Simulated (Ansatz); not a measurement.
Band-edge transport in monolayers: monolayer SnSe2 under several functionals (Ansatz, a program for electronic structure, without spin-orbit coupling). The PBE cell:

```xyz
3
Lattice="3.8681 0.0000 0.0000 -1.9341 3.3499 0.0000 0.0000 0.0000 19.0997" Properties=species:S:1:pos:R:3 pbc="T T T"
Sn     0.0000     0.0000     9.5499
Se     0.0000     2.2333    11.1451
Se     1.9341     1.1166     7.9547
```

| Functional | cell relaxed with | band gap | electron conductivity mass | hole conductivity mass |
|---|---|---|---|---|
| PBE | PBE | 0.79 eV | 0.34 mₑ | 0.44 mₑ |
| r2SCAN | r2SCAN | 1.13 eV | 0.33 mₑ | 0.43 mₑ |
| HSE06 | PBE | … | … | … |

Q: Given the cheaper levels, estimate the HSE06 row.

A: 
- HSE06, band gap: 1.41 eV
- HSE06, electron conductivity mass: 0.32 mₑ
- HSE06, hole conductivity mass: 0.42 mₑ

For the band gap, PBE gives 0.79 eV and HSE06 1.41 eV: PBE lies 44 % below.

Masses are for dilute carriers at 300 K, harmonic means over directions unless an axis is named. Spin-orbit coupling is left out; without it hole values are far off for these elements.

Model free-standing layer, not matched to a measured one here: monolayer SnSe2.
